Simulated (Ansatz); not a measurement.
Adsorption energy and surface dipole of O on the 1x1 (110) surface of bcc W, one in a 2x1 cell, started at the site 'hollow W-W-W', worked from the runs' numbers; total energies count from the potentials' own zero.

These are PBE (plane waves to 420 eV, PAW; Ansatz, a program for electronic structure) values and carry that method's errors.

Model: 9-atom slab, 6.6 Å thick at the start under the adsorbate (thin: gaps and levels are the slab's own), 6x12x1 mesh, Fermi-Dirac 0.1 eV, dipole correction, 4 atoms held, the rest relaxed; no symmetry held; no spin, no spin-orbit, no U, no dispersion correction. At the end it is bonded to 3 W. In PBE it is, or lies within 0.03 eV of, the lowest of the starts that converged.

```tsv
quantity	value
slab with the adsorbate	-83641.863 eV
clean slab, same cell and mesh	-83072.749 eV
reference, ½ O2(g)	-564.968 eV
area of the cell	14.34 Å²
change of the step from the bottom to the top vacuum level	0.235 eV
```

What is the adsorption energy against this reference?

E(slab + adsorbate) − E(slab) − E(reference) = -4.15 eV, so in this state the adsorbate is more stable than in the reference, at a coverage of 6.97 a nm².

What dipole does adsorption add to the slab along the outward normal (Helmholtz relation, ε₀ = 0.005526 e/(V·Å))?

p = −ε₀·A·ΔV = -0.019 e·Å = -0.09 D; its negative end points to the vacuum, which raises the vacuum level.
